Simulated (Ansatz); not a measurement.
The starting structures come from a database of crystals and need not be the phases stable at ambient conditions.

By PBEsol, the system below comes out a metal.

Crystal: TiAl$_{2}$ (I4_1/amd, not sure to be the ambient phase, 12 atoms a cell, 15.7 Å³ an atom); planes in its conventional cell.

Computed with PBEsol (plane waves, PAW; Ansatz, a quantum-chemistry and plane-wave program).

Ballistic conductance counts the channels of both spins, as a mean over 0.1 eV about the Fermi level; spin-orbit coupling is left out.

| plane | area (Å²) | G/A (10¹⁵ S/m²) |
|---|---|---|
| (001) | 15.6 | 0.27 |
| (101) | 48.3 | [?] |
| (110) | 67.4 | [?] |

Q: Complete the blanks.

A: 
- (101), G/A (10¹⁵ S/m²): 0.40
- (110), G/A (10¹⁵ S/m²): 0.41
